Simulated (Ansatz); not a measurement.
We consider fluorite HfO₂ (high-temperature phase), described by BLYP (PAW; Ansatz, a program for electronic structure).

Run with plane-wave cutoff 520 eV, 8×8×8 k mesh, perturbation theory, scalar-relativistic PAW data made under PBE.

Cell (relaxed at this level):

```
CELL_PARAMETERS angstrom
      0.00000     2.57132     2.57132
      2.57132     0.00000     2.57132
      2.57132     2.57132     0.00000
ATOMIC_POSITIONS crystal
  Hf 0.00000 0.00000 0.00000
  O  0.25000 0.25000 0.25000
  O  0.75000 0.75000 0.75000
```

Q: Estimate the high-frequency dielectric constant that the calculation returns.

A: 
* **high-frequency dielectric constant**: 5.24

Note: symmetry holds this phase in the static calculation, where it need not be a minimum; the run finds an imaginary mode (240i cm⁻¹), so the cell is a saddle point at this level.

Spin–orbit coupling is not included.

Computing time: roughly 7 core-minutes.
